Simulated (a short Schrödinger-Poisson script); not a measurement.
Stack: MOS inversion layer, SiO2 on p-type Ge(100), at 400 K.

| layer | material | thickness (nm) | Na (cm⁻³) |
|---|---|---|---|
| 1 | SiO2 | 1.6 | - |
| 2 | Ge | 200 | 4.2e18 |

The device is made up for the run: typed textbook-type constants, with dimensions and the other settings drawn at random. SiO2: permittivity 3.9, conduction-band edge (eV) 3.1, gap (eV) 9, electron mass (mₑ) 0.5. Ge: permittivity 16, conduction-band edge (eV) 0, gap (eV) 0.664, Nv at 300 K (cm⁻³) 6e18.

Channel valleys (confinement mass, in-plane density-of-states mass, number): L4 0.12, 0.295, 4. At the gate the conduction-band edge of layer 1 lies 3.13 eV − eVg above the Fermi level of the channel; the field vanishes at the back. Gaps are held at their typed values at every temperature. Mesh 0.03 nm at interfaces.

Solved with a short Schrödinger-Poisson script written for these runs: 1D Poisson equation in equilibrium, electrons classical, Fermi-Dirac, parabolic valleys, classical holes, full ionisation, no traps, pinning or gate leakage.

The same stack at other levels of the model or other numerical settings:

```json
[
 {"run": "base", "sheet density of all electrons at Vg = 1.2 V (cm⁻²)": "6.57e12", "sheet density of all electrons at Vg = 0.6 V (cm⁻²)": "7.82e11", "capacitance at Vg = 1.2 V (μF/cm²)": "1.81", "centroid of the channel electrons at Vg = 1.2 V (nm)": "0.58", "rough cost against the base": "about 1"},
 {"run": "electrons treated as classical, Boltzmann", "sheet density of all electrons at Vg = 1.2 V (cm⁻²)": "7.38e12", "sheet density of all electrons at Vg = 0.6 V (cm⁻²)": "8.55e11", "capacitance at Vg = 1.2 V (μF/cm²)": "1.99", "centroid of the channel electrons at Vg = 1.2 V (nm)": "0.38", "rough cost against the base": "0.2"},
 {"run": "electrons treated as quantum, Hartree", "sheet density of all electrons at Vg = 1.2 V (cm⁻²)": "3.56e12", "sheet density of all electrons at Vg = 0.6 V (cm⁻²)": "…", "capacitance at Vg = 1.2 V (μF/cm²)": "1.54", "centroid of the channel electrons at Vg = 1.2 V (nm)": "2.38", "rough cost against the base": "4"},
 {"run": "mesh six times as coarse", "sheet density of all electrons at Vg = 1.2 V (cm⁻²)": "…", "sheet density of all electrons at Vg = 0.6 V (cm⁻²)": "…", "capacitance at Vg = 1.2 V (μF/cm²)": "1.79", "centroid of the channel electrons at Vg = 1.2 V (nm)": "0.66", "rough cost against the base": "0.4"}
]
```

Task: Complete the blanks.

Result: 
- electrons treated as quantum, Hartree, sheet density of all electrons at Vg = 0.6 V (cm⁻²): 2.52e10
- mesh six times as coarse, sheet density of all electrons at Vg = 0.6 V (cm⁻²): 7.25e11
- mesh six times as coarse, sheet density of all electrons at Vg = 1.2 V (cm⁻²): 6.42e12

The classical rows ignore confinement, and Boltzmann statistics overrate the density once the band edge passes the Fermi level.

Only the L valleys are kept; under strong confinement the Δ valleys of Ge fill too.
